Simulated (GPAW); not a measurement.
## Several settings converged on a (001) slab of Sn (cut from a parent of space group no. 71; 4 atoms in the cell)

```yaml
crystal:
  lattice:
    - [3.39259, 0.00000, 0.00000]
    - [0.00000, 3.92105, 0.00000]
    - [0.00000, 0.00000, 20.34262]
  atoms:
    - { symbol: Sn, position: [0.00000, 0.00000, 0.44804] }
    - { symbol: Sn, position: [0.50000, 0.50000, 0.34410] }
    - { symbol: Sn, position: [0.00000, 0.00000, 0.65590] }
    - { symbol: Sn, position: [0.50000, 0.50000, 0.55197] }
```

Base method: PBEsol, GPAW PAW datasets PBEsol (made by gpaw-setup) (plane waves; GPAW).

Base settings: mode = pw; ecut = 550 eV; xc = PBEsol; kpts = 5 4 1; mesh shift (steps) = 0 0 0; occupations.name = fermi-dirac; occupations.width = 0.1 eV; nbands = -8; convergence.forces = 0.001 eV/Å; symmetry.symmorphic = false.

The count of work is k-points × plane waves × bands × iterations; it is no time. 

**The vacuum**

The mesh stays at the base's, so the ladder's end is converged at best in this setting alone.

Only quantities that move along the ladder and can be compared are tabulated.

```csv
vacuum between outermost atoms (Å),free energy less the last step's (meV/atom),largest difference of a force vector from the last step's (eV/Å),count of work / last
3.0,-86.93,0.242,0.25
5.0,-21.76,0.111,0.28
7.0,-3.25,0.032,0.33
10.0,-0.14,0.002,0.37
14.0,0.00,0.004,0.53
30.0,0.00,0.000,1.0
```

Smallest vacuum between outermost atoms (Å) that holds the free energy within 5 meV/atom of the last step, with all finer ones: 7.0, at 0.33 of the last step's count of work; the step before is off by 22 meV/atom.

Smallest vacuum between outermost atoms (Å) that holds the forces within 0.01 eV/Å of the last step, with all finer ones: 10.0, at 0.37 of the last step's count of work; the step before is off by 0.032 eV/Å.

**The k-point mesh**

Only quantities that move along the ladder and can be compared are tabulated.

| kpts | free energy less the last step's (meV/atom) | largest difference of a force vector from the last step's (eV/Å) | count of work / last |
|---|---|---|---|
| 2 2 1 | -445.16 | 0.487 | 0.056 |
| 3 3 1 | 19.30 | 0.410 | 0.056 |
| 5 4 1 | 15.68 | 0.164 | 0.12 |
| 5 5 1 | 13.03 | 0.240 | 0.17 |
| 7 6 1 | -9.23 | 0.184 | 0.27 |
| 16 13 1 | 0.00 | 0.000 | 1.0 |

Coarsest kpts that holds the free energy within 5 meV/atom: not settled: the last two steps still differ by 9.2 meV/atom, over half the tolerance, so the ladder does not show it.

Coarsest kpts that holds the forces within 0.02 eV/Å: not settled: the last two steps still differ by 0.18 eV/Å, over half the tolerance, so the ladder does not show it.

**The plane-wave cutoff**

The mesh stays at the base's, so the ladder's end is converged at best in this setting alone.

Only quantities that move along the ladder and can be compared are tabulated.

```csv
ecut,free energy less the last step's (meV/atom),largest difference of a force vector from the last step's (eV/Å),count of work / last
275 eV,703.39,0.013,0.14
330 eV,405.80,0.001,0.13
385 eV,166.66,0.000,0.20
550 eV,2.02,0.001,0.35
660 eV,0.37,0.001,0.44
1100 eV,0.00,0.000,1.0
```

Coarsest ecut that holds the forces within 0.005 eV/Å of the last step, with all finer ones: 330 eV, at 0.13 of the last step's count of work; the step before is off by 0.013 eV/Å.

Coarsest ecut that holds the free energy within 5 meV/atom of the last step, with all finer ones: 550 eV, at 0.35 of the last step's count of work; the step before is off by 170 meV/atom.

On the base run: the starting cell comes from a database of computed structures (which also holds hypothetical and non-ambient phases and stackings), without a prior relaxation at this level. The slab is cut from that crystal, and its faces are unrelaxed. Its lattice was rescaled by up to half a per cent. Without a gap this mesh is coarse (it stands for a supercell whose shortest in-plane vector is 16 Å).
